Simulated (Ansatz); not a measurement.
**GaSb under a change: pressure −2 GPa**

Start from GaSb in the zinc blende structure (space group F-43m, No. 216; a = 6.132 Å).

Perturbation: hydrostatic tension (pressure −2 GPa).

Calculations: DFT with r2SCAN, PAW potentials and a 500 eV plane-wave cutoff in Ansatz (a first-principles code), no spin-orbit coupling. Γ-centred 13×13×13 mesh, Fermi–Dirac width 0.05 eV.

```csv
quantity,base,changed,shift
volume per atom,28.83 Å³,30.06 Å³,+1.23 Å³
density,5.51 g/cm³,5.29 g/cm³,-0.226 g/cm³
shortest interatomic distance,2.655 Å,2.693 Å,+0.0373 Å
enthalpy H = E + PV relative to the base's energy,–,-0.37 eV/atom,–
band gap,0.41 eV,0.10 eV,-0.31 eV
gap character,direct at Γ,direct at Γ,–
mean gap deformation potential ΔEg/Δln V,–,-7.4 eV,–
width of the top valence band,3.21 eV,3.02 eV,-0.19 eV
"valley order (the lowest conduction-band minima on the path, energy above the VBM, named in the base's zone)","Γ 0.41 eV; L along ⟨111⟩ 0.68 eV; a point along ⟨100⟩, about 0.9 Å⁻¹ from Γ 1.10 eV","Γ 0.10 eV; L along ⟨111⟩ 0.59 eV; a point along ⟨100⟩, about 0.9 Å⁻¹ from Γ 1.14 eV",–
```

With Sb present, leaving out spin-orbit coupling can change the band edges. Load acts through the strain it causes; cell and atoms are relaxed under it. Whether these cells are dynamically stable was not tested. A zero or small gap of GaSb under pressure −2 GPa can be the functional's error rather than a property of the material.
